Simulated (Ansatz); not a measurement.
Ansatz (a program for electronic structure) run on Ti₃Zn (I4mm, 4 atoms in the cell): self-consistent single point.

Level of theory: PBEsol, default PAW files made with PBE (plane waves; Ansatz).

The change in words: lattice scaled by 0.98; basis.ecutwfc: 420 eV → 190 eV. Reference geometry:
```yaml
crystal:
  lattice:
    - [-1.96921, 1.96921, 4.20397]
    - [1.96921, -1.96921, 4.20397]
    - [1.96921, 1.96921, -4.20397]
  atoms:
    - { symbol: Ti, position: [0.75000, 0.25000, 0.50000], spin: 1.0 }
    - { symbol: Ti, position: [0.25000, 0.75000, 0.50000], spin: 1.0 }
    - { symbol: Ti, position: [0.50595, 0.50595, 0.00000], spin: 1.0 }
    - { symbol: Zn, position: [0.00000, 0.00000, 0.00000] }
```
(The spins are starting values, not results.)

Reference input (self-consistent single point, DFT, PBEsol, plane waves, default PAW files made with PBE): basis.ecutwfc = 420 eV; kpoints.mp_grid.grid = 5 5 5; hamiltonian.xc = pbesol; hamiltonian.pseudopotentials = {kind: paw} (the program's default PAW files); magnetization.spin_polarized = true; scf.occupations.method = fermi_dirac; scf.occupations.width = 0.1 eV. This run's input differs from it in these lines:

Ansatz 0.2 input:
```diff
@@ -2,5 +2,5 @@
   lattice:
-    - [-1.96921500, 1.96921500, 4.20397400]
-    - [1.96921500, -1.96921500, 4.20397400]
-    - [1.96921500, 1.96921500, -4.20397400]
+    - [-1.92983100, 1.92983100, 4.11989500]
+    - [1.92983100, -1.92983100, 4.11989500]
+    - [1.92983100, 1.92983100, -4.11989500]
   atoms:
@@ -11,3 +11,3 @@
 basis:
-  ecutwfc: 420.0
+  ecutwfc: 190.0
 kpoints:
```

Log, with long lists cut:

```
SCF iter   1: F=—  HF=-10680.964217 eV  |F-HF|=—  |Δ(HF+E_count)|=         —  Δρ=1.27e-1 (↑1.27e-1 ↓8.30e-2)  dr2=1.52e1  dr2_m=1.12e0  M=0.471 μB ∫|m|=0.541 μB  β_m=0.30  ethr=3.10e-3  ⟨swp⟩=4.1  Hψ=3696  notcnv=0
Mixer restart at iter 1: flushing history
all-band conjugate gradients solve this SCF's bands
preconditioner: auto → Kerker (q_TF=auto, 2.619 Å⁻¹)
spin=Collinear: Kerker preconditioning applied to the charge; magnetization (m = ρ↑ − ρ↓) channel mixes plain (no charge-response kernel on spin).
   [... lines left out ...]
SCF iter  12: F=—  HF=-10671.167685 eV  |F-HF|=—  |Δ(HF+E_count)|=   4.14e-8  Δρ=1.92e-6 (↑8.17e-7 ↓1.92e-6)  dr2=7.74e-9  dr2_m=2.61e-10  M=0.000 μB ∫|m|=0.000 μB  β_m=1.00  ethr=1.63e-10  ⟨swp⟩=2.0  Hψ=1375  notcnv=0
SCF iter  13: F=-10671.167685 eV  HF=-10671.167685 eV  |F-HF|=1.68e-9  |Δ(HF+E_count)|=  7.99e-10  Δρ=7.44e-7 (↑7.44e-7 ↓5.81e-7)  dr2=1.92e-9  dr2_m=7.93e-12  M=-0.000 μB ∫|m|=0.000 μB  ethr=1.61e-11  ⟨swp⟩=1.1  Hψ=2740  notcnv=0
SCF 1 converged in 13 iterations: F = -10671.167685 eV  dr2 = 1.92e-9
WARN: the starting moments were not kept: the SCF closed with an absolute magnetisation of 1.2e-5 μB, where they sum to 3 μB in size (3 sites) …
Magnetization: -0.0000 μB (24.0000 up, 24.0000 down)
   [... lines left out ...]
Absolute magnetization: 0.0000 μB (∫|ρ↑−ρ↓|, with the PAW one-centre terms)
Free energy (F): -10671.167685 eV
Fermi energy:    13.889278 eV
   [... lines left out ...]
  atom   4  Zn    -0.00000000     0.00000000     0.07334908
--- Stress (GPa, compression-positive) ---
       11.674506       0.000000       0.000000
        0.000000      11.674506       0.000000
        0.000000       0.000000       5.228432
  P = ⅓ Tr σ = 9.5258 GPa (95.258 kbar)
  The stress holds the Pulay correction. Without it, at fixed plane waves, as pw.x and ABINIT print it: P = -312.8883 GPa
```

The run converged in 13 iterations. Against the reference run the free energy goes up by 7.99 eV/atom, the pressure goes from -4.74 to 9.53 GPa and the largest force goes from 0.275 to 0.073 eV/Å.

The starting cell comes from a database of computed structures (which also holds hypothetical and non-ambient phases and stackings), without a prior relaxation at this level. Its lattice was rescaled by up to half a per cent. One atom was moved a little off its site on purpose. For this run, on top of that: lattice scaled by 0.98. The starting moments vanished: the run ended non-magnetic. The program warned that a starting moment was not kept. Ansatz's pressure includes its estimate of the finite-basis (Pulay) stress. Without the estimate this run gives -312.89 GPa. The cutoff lies below the one recommended for these files.
